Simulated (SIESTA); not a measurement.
Band structure of LiFeAs (P4/nmm, 6 atoms in the cell).

```yaml
crystal:
  lattice:
    - [3.67266, 0.00000, 0.00000]
    - [0.00000, 3.67266, 0.00000]
    - [0.00000, 0.00000, 6.57666]
  atoms:
    - { symbol: Li, position: [0.50000, 0.00000, 0.84347] }
    - { symbol: Li, position: [0.00000, 0.50000, 0.15653] }
    - { symbol: Fe, position: [0.00000, 0.00000, 0.50000], spin: 4.0 }
    - { symbol: Fe, position: [0.50000, 0.50000, 0.50000], spin: 4.0 }
    - { symbol: As, position: [0.50000, 0.00000, 0.24916] }
    - { symbol: As, position: [0.00000, 0.50000, 0.75084] }
```
(The spins are starting values, not results.)

Method of the run: GGA PBEsol, numerical atomic orbitals DZP, PseudoDojo PBEsol standard norm-conserving potentials (rewritten from UPF to PSML) run with SIESTA.

Settings: XC.functional = GGA; XC.authors = PBEsol; potentials = PseudoDojo PBEsol standard; PAO.BasisSize = DZP; PAO.EnergyShift = 0.01 Ry; MeshCutoff = 300 Ry; kgrid.MonkhorstPack = 5 5 3; OccupationFunction = FD; ElectronicTemperature = 0.1 eV; Spin = polarized; DM.InitSpin = [1 +0.00, 2 +0.00, 3 +4.00, 4 +4.00, 5 +0.00, 6 +0.00]; PAO.Polarization.NonPerturbative = true; MaxSCFIterations = 150; SCF.Mixer.Method = Pulay.

The starting cell comes from a database of computed structures (which also holds hypothetical and non-ambient phases and stackings), without a prior relaxation at this level. The magnetic order is the one reached from the typed start; others were not searched systematically. Values carry the incompleteness of an atom-centred basis.

Levels in eV from the Fermi level, bands 33 to 38 of the first spin channel:
```
point     33     34     35     36     37     38
-----  -----  -----  -----  -----  -----  -----
Γ      -1.04  -1.04  -0.31   0.16   1.78   1.78
X      -2.08  -2.08  -0.86  -0.86   1.34   1.34
M      -2.15  -2.15  -1.69  -1.69  -0.44  -0.44
Z      -1.49  -0.72  -0.72  -0.31   0.98   0.98
R      -2.08  -2.08   0.14   0.14   1.42   1.42
A      -2.26  -2.26  -1.69  -1.69   0.01   0.01
```

Bands cross the Fermi level along this path, so the cell is metallic at this level.

Higher empty bands are left out: an atom-centred basis made for the valence describes them poorly.

The net moment of the cell came out as 4.25 μB.
